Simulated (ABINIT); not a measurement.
Worked example: self-consistent single point of InP (F-43m, 2 atoms in the cell) in ABINIT.

Computed with PBE, norm-conserving pseudopotentials (PseudoDojo nc-sr-05 PBE standard) (plane waves; ABINIT).

The change in words: lattice scaled by 0.98. Reference geometry:
```
CELL_PARAMETERS angstrom
      0.00000     2.93500     2.93500
      2.93500     0.00000     2.93500
      2.93500     2.93500     0.00000
ATOMIC_POSITIONS crystal
  In 0.00000 0.00000 0.00000
  P  0.25000 0.25000 0.25000
```

Reference input (self-consistent single point, DFT, PBE, plane waves, norm-conserving pseudopotentials (PseudoDojo nc-sr-05 PBE standard)): pseudos = [In.upf, P.upf]; ecut = 35 Ha; occopt = 3; tsmear = 0.02 eV; ngkpt = 7 7 7; nshiftk = 1; shiftk = 0 0 0; potentials = PseudoDojo nc-sr-05 PBE standard; nband = 14; kptopt = 1; nstep = 100; tolvrs = 1e-12. This run's input differs from it in these lines:

```diff
@@ -5,5 +5,5 @@
 rprim
-         0.0000000000    2.9350000000    2.9350000000
-         2.9350000000    0.0000000000    2.9350000000
-         2.9350000000    2.9350000000    0.0000000000
+         0.0000000000    2.8763000000    2.8763000000
+         2.8763000000    0.0000000000    2.8763000000
+         2.8763000000    2.8763000000    0.0000000000
 natom 2
```

The program printed (abridged):

```
--- !BeginCycle
solver: {iscf: 7, nstep: 100, nline: 4, wfoptalg: 0, }
tolerances: {tolvrs: 1.00E-12, }
...

     iter   Etot(hartree)      deltaE(h)  residm     vres2
 ETOT  1  -72.858456947804    -7.286E+01 5.970E-01 2.446E+02
 ETOT  2  -73.383568144392    -5.251E-01 8.702E-02 5.718E+01
 ETOT  3  -73.389898638284    -6.330E-03 2.943E-03 1.544E+00
 ETOT  4  -73.389976144143    -7.751E-05 1.024E-03 2.122E-01
 ETOT  5  -73.389985159607    -9.015E-06 8.688E-03 1.768E-02
   [... 4 lines left out ...]
 ETOT 10  -73.389987146386    -1.744E-11 1.615E-04 4.252E-09
 ETOT 11  -73.389987146386    -1.137E-13 1.097E-04 7.672E-11
 ETOT 12  -73.389987146386     7.248E-13 8.559E-05 2.757E-11
 ETOT 13  -73.389987146386    -4.547E-13 5.783E-05 9.414E-13
 At SCF step   13       vres2   =  9.41E-13 < tolvrs=  1.00E-12 =>converged.

 Cartesian components of stress tensor (hartree/bohr^3)
  sigma(1 1)= -2.77128197E-04  sigma(3 2)=  0.00000000E+00
  sigma(2 2)= -2.77128197E-04  sigma(3 1)=  0.00000000E+00
  sigma(3 3)= -2.77128197E-04  sigma(2 1)=  0.00000000E+00

 ----iterations are completed or convergence reached----

 reduced coordinates (array xred) for    2 atoms
       0.000000000000      0.000000000000      0.000000000000
       0.250000000000      0.250000000000      0.250000000000
 cartesian forces (eV/Angstrom) at end:
    1     -0.00000000000000    -0.00000000000000     0.00000000000000
    2      0.00000000000000     0.00000000000000    -0.00000000000000
 frms,max,avg= 1.5243382E-28 2.3881789E-28   0.000E+00  0.000E+00  0.000E+00 e/A
   [... lines left out ...]
 Fermi (or HOMO) energy (hartree) =   0.20537   Average Vxc (hartree)=  -0.35558
   [... lines left out ...]
total_energy        : -7.33899871463862E+01
total_energy_eV     : -1.99704311172078E+03
band_energy         : -3.31664549266249E+00
...

-Cartesian components of stress tensor (GPa)         [Pressure=  8.1534E+00 GPa]
- sigma(1 1)= -8.15339168E+00  sigma(3 2)=  0.00000000E+00
- sigma(2 2)= -8.15339168E+00  sigma(3 1)=  0.00000000E+00
- sigma(3 3)= -8.15339168E+00  sigma(2 1)=  0.00000000E+00

 Calculation completed.
```

The run converged in 13 iterations. Against the reference run the free energy goes up by 50.9 meV/atom, the pressure goes from 3.06 to 8.15 GPa and the gap on the mesh goes from 0.685 to 1.017 eV.

The starting cell has typed, rounded lattice constants, without a prior relaxation at this level. For this run, on top of that: lattice scaled by 0.98. With a pressure of about 8 GPa the cell is away from its equilibrium volume at this level.

Cost on one core of a shared machine: roughly 40 s.
